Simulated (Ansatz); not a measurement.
## Effect of uniaxial strain ε_zz = +1.00 % on HfN

Consider HfN in the rock salt structure (space group Fm-3m, No. 225; a = 4.502 Å; relaxed with 0.1 eV smearing). Axes: x, y, z lie along the cube axes.

Modification: the cell is stretched by 1.00 % along z with no lateral relaxation; the atoms relax in the strained cell.

Level of theory: PBEsol, PAW, 420 eV (Ansatz, a program for electronic structure; no SOC). k-mesh 22×22×22 (Γ-centred); smearing 0.1 eV (Fermi–Dirac).

The volume per atom rises by 0.114 Å³ (11.40 Å³ → 11.52 Å³) and the space group changes from Fm-3m (No. 225) to I4/mmm (No. 139). The shortest interatomic distance stays 2.251 Å and the energy goes up by 2.2 meV/atom. The band gap stays zero and the stress (xx, yy, zz, yz, xz, xy; compression positive) amounts to (-1.1, -1.1, -5.9, 0.0, 0.0, 0.0) GPa.

Final structure:

```
CELL_PARAMETERS angstrom
      0.00000     2.25092     2.27343
      2.25092     0.00000     2.27343
      2.25092     2.25092     0.00000
ATOMIC_POSITIONS crystal
  Hf 0.00000 0.00000 0.00000
  N  0.50000 0.50000 0.50000
```

Cost of the whole job for the changed cell (relaxation, final SCF and bands): roughly 40 core-seconds.

Stability against distortions was not tested. All final runs are without spin polarisation. An odd electron count without spin: HfN.
